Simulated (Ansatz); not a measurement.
Ba$_{3}$P$_{2}$ (space group P-3m1, No. 164; a hypothetical phase, not in the database extracts checked)

```
CELL_PARAMETERS angstrom
      5.45974     0.00000     0.00000
     -2.72987     4.72828     0.00000
      0.00000     0.00000     6.94934
ATOMIC_POSITIONS crystal
  P  0.33333 0.66667 0.21683
  P  0.66667 0.33333 0.78317
  Ba 0.00000 0.00000 0.00000
  Ba 0.33333 0.66667 0.69558
  Ba 0.66667 0.33333 0.30442
```

Computed with r2SCAN (Ansatz, a program for electronic structure), no SOC. k-mesh 7×7×5 (Γ-centred); smearing 0.05 eV (Fermi–Dirac).

```json
{
  "volume_per_atom": "35.88 Å³",
  "density": "4.39 g/cm³",
  "band_gap": "0.60 eV, indirect, Γ → K",
  "electron_mass": "0.44 mₑ along c, 0.41 mₑ across",
  "hole_mass": "0.23 mₑ along c, 1.2 mₑ across",
  "Lowest conduction-band minima above the VBM": "K (1/3, 1/3, 0) 0.60 eV; Γ 1.27 eV",
  "total_energy": "-3883.560 eV/atom (σ→0; compares only within this code and set-up)"
}
```

Effective masses come from finite differences of ±0.01 Å⁻¹. No phonon test of stability was made.
